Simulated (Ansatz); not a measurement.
An Ansatz (a quantum-chemistry and plane-wave program) input (r2SCAN, PAW, 500 eV (Ansatz; no spin-orbit coupling)):

Ansatz 0.2 input:
```yaml
crystal:
  lattice:
    - [0, 4.5185816964, 4.5185816964]
    - [4.5185816964, 0, 4.5185816964]
    - [4.5185816964, 4.5185816964, 0]
  atoms:
    - { symbol: Rb, position: [0.75, 0.75, 0.75] }
    - { symbol: Rb, position: [0.25, 0.25, 0.25] }
    - { symbol: Tl, position: [0, 0, 0] }
    - { symbol: Ag, position: [0.5, 0.5, 0.5] }
    - { symbol: F, position: [0.7596017714, 0.2403982286, 0.2403982286] }
    - { symbol: F, position: [0.2403982286, 0.7596017714, 0.7596017714] }
    - { symbol: F, position: [0.2403982286, 0.7596017714, 0.2403982286] }
    - { symbol: F, position: [0.7596017714, 0.2403982286, 0.7596017714] }
    - { symbol: F, position: [0.2403982286, 0.2403982286, 0.7596017714] }
    - { symbol: F, position: [0.7596017714, 0.7596017714, 0.2403982286] }
basis: { ecutwfc: 500, ecutrho_ratio: 4, xc_grid: 4, fft_grid_basis: typed }
kpoints: { mp_grid: { grid: [7, 7, 7] } }
hamiltonian:
  xc: r2scan
  dispersion: none
  pseudopotentials: { kind: paw }
scf: { occupations: { method: fermi_dirac, width: 0.05 }, convergence: { dr2_threshold: 0.000000001 } }
output: { forces: true, stress: true }
```

**Question.** Which symmetry and how many k-points will the program report, and about how many plane waves at Γ?

**Answer.** Space group Fm-3m (ITA 225) with 48 operations, k-points 20 of 343, and 4645 plane waves at Γ.

Stability against distortions was not tested. The cell is Rb2TlAgF6 (space group Fm-3m, No. 225; a cell from a computed database, its experimental status unchecked).
